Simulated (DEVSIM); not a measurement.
Device: abrupt GaAs p-n junction, at 300 K.

| layer (left to right) | material | thickness (μm) | Nd (cm⁻³) | Na (cm⁻³) | τn (s) | τp (s) |
|---|---|---|---|---|---|---|
| 1 | GaAs | 0.710 | - | 1.3e16 | 3.4e-8 | 3.4e-8 |
| 2 | GaAs | 67.0 | 8.9e14 | - | 3.4e-8 | 3.4e-8 |

Left contact: ohmic. Right contact: ohmic. Voltage is applied to the left contact. Recombination: SRH at mid-gap. Mobility is constant in doping.

This is a model device: material constants are rounded textbook-type values typed into the input, and sizes, dopings and lifetimes were drawn at random. Values at 300 K.

```
parameter        GaAs
-------------  ------
gap (eV)        1.424
affinity (eV)    4.07
permittivity     12.9
Nc (cm⁻³)      4.7e17
Nv (cm⁻³)        9e18
μn (cm²/Vs)      8500
μp (cm²/Vs)       400
```

Simulated with DEVSIM: 1D drift-diffusion, Boltzmann statistics, complete ionisation; no tunnelling, impact ionisation, image-force lowering or self-heating.

Tabulate band edges, carrier densities and field at zero bias.

Energies count from the Fermi level of the right contact; mesh points crowd at the junctions.

```csv
x (μm),Ec (eV),Ev (eV),n (cm⁻³),p (cm⁻³),field (V/cm)
0.000,1.255,-0.169,< 1e2,1.3e16,≈ 0
0.03375,1.255,-0.169,< 1e2,1.3e16,≈ 0
0.1065,1.255,-0.169,< 1e2,1.3e16,≈ 0
0.2794,1.255,-0.169,< 1e2,1.3e16,≈ 0
0.5769,1.250,-0.174,< 1e2,1.1e16,-1200
0.6643,1.216,-0.208,< 1e2,2.9e15,-8300
0.7048,1.170,-0.254,< 1e2,4.8e14,-15000
0.7499,1.100,-0.324,< 1e2,3.3e13,-15000
0.8428,0.965,-0.459,< 1e2,1.8e11,-14000
1.055,0.697,-0.727,900000,5600000,-11000
1.592,0.272,-1.152,1.3e13,< 1e2,-4600
3.644,0.162,-1.262,8.9e14,< 1e2,≈ 0
7.653,0.162,-1.262,8.9e14,< 1e2,≈ 0
17.78,0.162,-1.262,8.9e14,< 1e2,≈ 0
47.19,0.162,-1.262,8.9e14,< 1e2,≈ 0
59.36,0.162,-1.262,8.9e14,< 1e2,≈ 0
64.18,0.162,-1.262,8.9e14,< 1e2,≈ 0
66.28,0.162,-1.262,8.9e14,< 1e2,≈ 0
67.29,0.162,-1.262,8.9e14,< 1e2,≈ 0
67.55,0.162,-1.262,8.9e14,< 1e2,≈ 0
67.66,0.162,-1.262,8.9e14,< 1e2,≈ 0
67.71,0.162,-1.262,8.9e14,< 1e2,≈ 0
```
